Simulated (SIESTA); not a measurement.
Checking a run of SIESTA on Y3MnAu5 (R-3, 18 atoms in the cell). The aim is a self-consistent single point with DFT, GGA PBEsol, numerical atomic orbitals DZP, PseudoDojo PBEsol standard norm-conserving potentials (rewritten from UPF to PSML).

Cell that was meant: a = 8.0373 Å, b = 8.0373 Å, c = 8.0373 Å, α = 66.13°, β = 66.13°, γ = 66.13°.

Part of the input:

```
SCF.Mixer.Method             Broyden
SCF.Mixer.Weight             0.1
SCF.Mixer.History            8
SCF.DM.Tolerance             1.0E-01
SCF.H.Tolerance              1.0 eV
Diag.ParallelOverK           true
WriteForces                  true
Charge.Mulliken              end
```

Output, abridged:

```
reinit: Reading from file input.fdf

reinit: System Name: Y3MnAu5
reinit: System Label: y3mnau5

NOTE on units for spin output:
   [... lines left out ...]

outcell: Cell vector modules (Ang)   :    8.037288    8.037288    8.037288
outcell: Cell angles (23,13,12) (deg):     66.1322     66.1322     66.1322
outcell: Cell volume (Ang**3)        :    415.7836
new_DM -- step:     1
Initializing Density Matrix...

Attempting to read DM from file... Failed...
DM filled with atomic data (user-defined):

InitMesh: MESH = 80 x 80 x 80 = 512000
InitMesh: Mesh cutoff (required, used) =   350.000   357.055 Ry

stepf: Methfessel-Paxton step function
       Using Hermite-Gauss polynomials of order  1
        iscf     Eharris(eV)        E_KS(eV)     FreeEng(eV)     dDmax    Ef(eV) dHmax(eV)
   scf:    1   -51899.600350   -52436.181380   -52436.126808  0.763256 -1.666192 33.026649
     spin moment: {S} , |S| = {        0.0        0.0    7.04619 }     7.04619
   scf:    2   -52764.723367   -52638.888937   -52638.885381  0.273167 -2.289024 15.412381
     spin moment: {S} , |S| = {        0.0        0.0    8.03405 }     8.03405
   scf:    3   -52702.490324   -52677.688508   -52677.687915  0.207485 -2.559479  5.690384
     spin moment: {S} , |S| = {        0.0        0.0    8.10760 }     8.10760
   scf:    4   -52687.984372   -52684.122162   -52684.120446  0.108910 -2.717545  2.621848
     spin moment: {S} , |S| = {        0.0        0.0    8.05945 }     8.05945
   scf:    5   -52684.872293   -52685.226953   -52685.231698  0.140539 -2.916883  1.531456
     spin moment: {S} , |S| = {        0.0        0.0    8.07891 }     8.07891
   scf:    6   -52685.892923   -52685.585297   -52685.590668  0.017322 -2.928448  0.976684
     spin moment: {S} , |S| = {        0.0        0.0    8.09145 }     8.09145
SCF Convergence by DM+H criterion
max |DM_out - DM_in|         :     0.0173221050
max |H_out - H_in|      (eV) :     0.9766836885
SCF cycle converged after 6 iterations

Using DM_out to compute the final energy and forces

siesta: E_KS(eV) =           -52685.5853

siesta: E_KS - E_eggbox =    -52685.5853

siesta: Atomic forces (eV/Ang):
     1   -0.043181    0.061170    0.158616
     2    0.043181   -0.061170   -0.158616
     3   -0.031384   -0.067981    0.158616
   [... 15 lines left out ...]
   Tot   -0.000000   -0.000000    0.000000
   Max    0.365273
   Res    0.113144    sqrt( Sum f_i^2 / 3N )
   Max    0.365273    constrained

Stress tensor Voigt[x,y,z,yz,xz,xy] (kbar):      119.18      119.18      120.87       -0.00        0.00        0.15
   [... lines left out ...]
siesta: FreeEng =    -52685.590668
siesta: Cell volume =        415.783588 Ang**3
siesta:        -119.74171846       -114.36410106  kBar
   [... lines left out ...]
    12    -0.034830   19.034830   -0.022701  Au
    13     0.123453   18.876547   -0.033550  Au
    14     0.123453   18.876547   -0.033550  Au
    15     0.123453   18.876547   -0.033550  Au
    16     0.123453   18.876547   -0.033550  Au
    17     0.123453   18.876547   -0.033550  Au
    18     0.123453   18.876547   -0.033550  Au
 Total    -0.000000                8.091448
```

Q: Can these results be used? Check the input.

A: The run is not sound. The fault is a convergence threshold that is too loose. A loop that stops early leaves an energy error of second order in the density error, but errors of first order in forces and stress. To fix it, tighten the threshold. The run converged in 6 iterations without an error; against the sound input the free energy goes up by 19.0 meV/atom, the pressure goes from -13.07 to -11.97 GPa, the largest force goes from 0.309 to 0.365 eV/Å and the size of the net moment stays at 0.45 μB/atom.

An input that runs soundly differs in these lines (not the only fix; some lines may just follow from the change or write a value another way):
```diff
-SCF.DM.Tolerance             1.0E-01
-SCF.H.Tolerance              1.0 eV
+SCF.DM.Tolerance             1.0E-04
```

With that input, the run converged in 19 iterations: free energy E − TS -52685.9331 eV; Fermi level (on the code's own zero) -2.98 eV; pressure -13.07 GPa; largest force (vector length) 0.309 eV/Å; size of the cell's spin moment 8.06 μB (DFT, GGA PBEsol, numerical atomic orbitals DZP, PseudoDojo PBEsol standard norm-conserving potentials (rewritten from UPF to PSML)).

On the sound input: the starting cell comes from a database of computed structures (which also holds hypothetical and non-ambient phases and stackings), without a prior relaxation at this level. Its lattice was rescaled by a random factor within 2.5 % of one. The magnetic order is the one reached from the typed start; others were not searched systematically. Values carry the incompleteness of an atom-centred basis. With a pressure of about -13 GPa the cell is away from its equilibrium volume at this level.
